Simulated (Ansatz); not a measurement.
How the bulk modulus B0 of WC (Fm-3m, No. 225; start mp-13136; another space group than a measured phase of this formula) moves with the method

No measured value is used here.

```tsv
level (code)	value (GPa)	cell (Å³/atom)
LDA (Ansatz)	___	10.10
PBEsol (Ansatz)	391	10.26
r²SCAN (Ansatz)	382	10.39
```

Question: Some entries are withheld; supply them.

Answer: 
- LDA (Ansatz, a program for electronic structure), value (GPa): 406

Density-functional levels without +SOC have no spin–orbit coupling. LDA, PBEsol, r²SCAN: the run has no spin polarisation, so it can have missed a magnetic state. LDA, PBEsol, r²SCAN: the bulk modulus is −V dP/dV from two relaxed cells at ±2 % in volume. LDA, PBEsol, r²SCAN: the relaxation could not lower the start's symmetry, so the cell can be a saddle point above a distorted one. Each level is taken at its own relaxed cell. Cutoffs differ between the levels. Ansatz's density-functional and Hartree–Fock values are scalar-relativistic unless marked +SOC, with PAW data made under PBE.

A start named mp-… is a Materials Project structure, which can be a computed phase never made.
